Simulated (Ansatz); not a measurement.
System: Co2C (model structure, started from the CdI2 type, P-3m1, No. 164, 3 atoms in the cell). Method: r²SCAN (plane waves, PAW; Ansatz, a quantum-chemistry and plane-wave program).

Numerical settings: plane-wave cutoff 560 eV, 24×24×12 k mesh (along the axes of the cell as run), Fermi–Dirac smearing 0.05 eV, spin-polarised with parallel moments, scalar-relativistic PAW data made under PBE.

Cell (relaxed at this level):

```yaml
crystal:
  lattice:
    - [2.87001, 0.00000, 0.00000]
    - [-1.43501, 2.48550, 0.00000]
    - [0.00000, 0.00000, 3.95060]
  atoms:
    - { symbol: C, position: [0.00000, 0.00000, 0.00000] }
    - { symbol: Co, position: [0.33333, 0.66667, 0.23161], spin: 3.0 }
    - { symbol: Co, position: [0.66667, 0.33333, 0.76839], spin: 3.0 }
```

Problem. Give the computed bulk modulus.

Solution. 
- bulk modulus: 192 GPa

The run finds no gap.

Note: the magnetic order was assumed, not searched for or taken from measurement; the bulk modulus is −V dP/dV from two relaxed cells at ±2 % in volume; the moments ended far under their starting size, a low-moment state that need not be the lowest; the relaxation could raise the start's symmetry but not lower it, so the cell can be a saddle point.

Spins in the cell block are starting values.

Static lattice: no zero-point or thermal effects.

A model structure was made by putting elements into a prototype or built by hand; it is no filed structure, need not be a known phase, and can be a saddle point held by its symmetry.
